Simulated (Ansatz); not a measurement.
Worked example: self-consistent single point of IrRu3 (P1, 8 atoms in the cell) in Ansatz (a quantum-chemistry and plane-wave program).

Method of the run: PBEsol, PAW files made with PBE (plane waves; Ansatz).

The change in words: atoms moved at random. Reference geometry:
```
CELL_PARAMETERS angstrom
      5.30417     0.00000     0.00000
     -2.65209     4.59355     0.00000
      0.00000     0.00000     4.21235
ATOMIC_POSITIONS crystal
  Ru 0.16581 0.33162 0.25000
  Ru 0.83419 0.66838 0.75000
  Ru 0.83419 0.16581 0.75000
  Ru 0.16581 0.83419 0.25000
  Ru 0.66838 0.83419 0.25000
  Ru 0.33162 0.16581 0.75000
  Ir 0.33333 0.66667 0.75000
  Ir 0.66667 0.33333 0.25000
```

Reference input (self-consistent single point, DFT, PBEsol, plane waves, PAW files made with PBE): basis.ecutwfc = 420 eV; kpoints.mp_grid.grid = 5 5 5; hamiltonian.xc = pbesol; hamiltonian.pseudopotentials = {kind: paw} (an earlier, softer set of the program's PAW files); scf.occupations.method = gaussian; scf.occupations.width = 0.272 eV. This run's input differs from it in these lines:

Ansatz 0.2 input:
```diff
@@ -6,10 +6,10 @@
   atoms:
-    - { symbol: Ru, position_ang: [0.000000, 1.523313, 1.053088] }
-    - { symbol: Ru, position_ang: [2.652087, 3.070236, 3.159265] }
-    - { symbol: Ru, position_ang: [3.984946, 0.761656, 3.159265] }
-    - { symbol: Ru, position_ang: [-1.332859, 3.831893, 1.053088] }
-    - { symbol: Ru, position_ang: [1.332859, 3.831893, 1.053088] }
-    - { symbol: Ru, position_ang: [1.319228, 0.761656, 3.159265] }
-    - { symbol: Ir, position_ang: [-0.000003, 3.062368, 3.159265] }
-    - { symbol: Ir, position_ang: [2.652090, 1.531181, 1.053088] }
+    - { symbol: Ru, position_ang: [0.088336, 1.509440, 1.088510] }
+    - { symbol: Ru, position_ang: [2.563563, 3.082772, 3.150903] }
+    - { symbol: Ru, position_ang: [4.018798, 0.719396, 3.152748] }
+    - { symbol: Ru, position_ang: [-1.305731, 3.898458, 1.028438] }
+    - { symbol: Ru, position_ang: [1.326269, 3.859119, 1.128738] }
+    - { symbol: Ru, position_ang: [1.334504, 0.727150, 3.164606] }
+    - { symbol: Ir, position_ang: [-0.071094, 3.051159, 3.102764] }
+    - { symbol: Ir, position_ang: [2.653705, 1.526703, 1.032705] }
 basis:
```

Output (repeated stretches shortened):

```
SCF iter   1: F=—  HF=-58505.817513 eV  |F-HF|=—  |Δ(HF+E_count)|=         —  Δρ=1.39e-1  dr2=2.46e1  ethr=3.10e-3  ⟨swp⟩=5.0  Hψ=16173  notcnv=0
all-band conjugate gradients solve this SCF's bands
preconditioner: auto → Kerker (q_TF=auto, 2.838 Å⁻¹)
SCF iter   2: F=—  HF=-58501.323422 eV  |F-HF|=—  |Δ(HF+E_count)|=    4.49e0  Δρ=6.77e-2  dr2=5.91e0  ethr=3.10e-3  ⟨swp⟩=2.0  Hψ=8827  notcnv=0  defer=117
   [... lines left out ...]
SCF iter   5: F=—  HF=-58500.009607 eV  |F-HF|=—  |Δ(HF+E_count)|=   1.99e-3  Δρ=5.87e-4  dr2=6.57e-4  ethr=1.23e-5  ⟨swp⟩=1.2  Hψ=4876  notcnv=0  defer=107
SCF iter   6: F=—  HF=-58500.009546 eV  |F-HF|=—  |Δ(HF+E_count)|=   6.10e-5  Δρ=8.04e-5  dr2=6.82e-6  ethr=5.05e-7  ⟨swp⟩=2.0  Hψ=6055  notcnv=0  defer=107
SCF iter   7: F=—  HF=-58500.009535 eV  |F-HF|=—  |Δ(HF+E_count)|=   1.12e-5  Δρ=1.59e-5  dr2=2.57e-7  ethr=5.24e-9  ⟨swp⟩=2.0  Hψ=6912  notcnv=0  defer=107
SCF iter   8: F=-58500.009535 eV  HF=-58500.009535 eV  |F-HF|=4.98e-8  |Δ(HF+E_count)|=   4.96e-8  Δρ=5.57e-6  dr2=5.59e-8  ethr=7.69e-11  ⟨swp⟩=10.0  Hψ=17512  notcnv=0
SCF 1 converged in 8 iterations: F = -58500.009535 eV  dr2 = 5.59e-8
Free energy (F): -58500.009535 eV
Internal energy: -58499.786542 eV  (E = F + TS)
E sigma→0 (E₀):  -58499.898038 eV
Entropy (-TS):   -0.222993 eV (-27.874 meV/atom)
Fermi energy:    25.944985 eV
--- Forces (eV/Å), atoms counted from 1 ---
  atom   1  Ru    -1.65120798     0.36170439    -0.94181559
  atom   2  Ru     1.41761114    -0.42692165     0.55574683
  atom   3  Ru    -0.54462617     0.94528440     0.53780599
  atom   4  Ru    -0.85304445    -1.66193263     0.12500522
  atom   5  Ru    -0.08072280    -0.48305889    -1.80603060
  atom   6  Ru     0.03916996     0.77723918    -0.04225651
  atom   7  Ir     0.78200686    -0.09371870     1.35895325
  atom   8  Ir     0.89083056     0.58141241     0.21261169
--- Stress (GPa, compression-positive) ---
       22.189738      -2.216304       0.493497
       -2.216304      24.476248      -0.031762
        0.493497      -0.031762      22.095908
  P = ⅓ Tr σ = 22.9206 GPa (229.206 kbar)
  The stress holds the Pulay correction. Without it, at fixed plane waves, as pw.x and ABINIT print it: P = 22.6734 GPa
```

The run converged in 8 iterations. Against the reference run the free energy goes up by 51.5 meV/atom, the pressure goes from 20.59 to 22.92 GPa and the largest force goes from 0.024 to 1.935 eV/Å.

The starting cell comes from a database of computed structures (which also holds hypothetical and non-ambient phases and stackings), without a prior relaxation at this level. Its lattice was rescaled by a random factor within 2.5 % of one. For this run, on top of that: atoms moved at random. Spin polarisation is off. With a pressure of about 23 GPa the cell is away from its equilibrium volume at this level. Forces in this geometry exceed 1 eV/Å. Ansatz's pressure includes its estimate of the finite-basis (Pulay) stress.

Cost on one core of a shared machine: roughly 60 s.
